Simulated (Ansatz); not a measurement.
KCdF3 (Pm-3m, No. 221, 5 atoms in the cell; start mp-10175), treated with HSE06 (PAW; Ansatz, a first-principles code).

Run with plane-wave cutoff 460 eV, 6×6×6 k mesh, Fermi–Dirac smearing 0.01 eV, scalar-relativistic PAW data made under PBE.

Cell (relaxed with PBEsol):

Space group Pm-3m (No. 221); a = b = c = 4.3855 Å, α = β = γ = 90.00°

| atom | site | symmetry | x | y | z |
|---|---|---|---|---|---|
| K | 1a | m-3m | 0.0000 | 0.0000 | 0.0000 |
| Cd | 1b | m-3m | 0.5000 | 0.5000 | 0.5000 |
| F | 3c | 4/mm.m | 0.0000 | 0.5000 | 0.5000 |

What does this level give for the band gap and smallest direct gap on the k points sampled?


* **band gap**: 5.10 eV (on the SCF k mesh)
* **smallest direct gap on the k points sampled**: 7.07 eV

Note: cell and atoms aren't relaxed at this level (pressure 1.2 GPa).

Spin–orbit coupling is not included.

The computed numbers hold no vibrational or temperature effects.

Cost on a shared machine: very roughly 2.3 core-minutes.

A start named mp-… is a Materials Project structure, which need not be a measured phase.
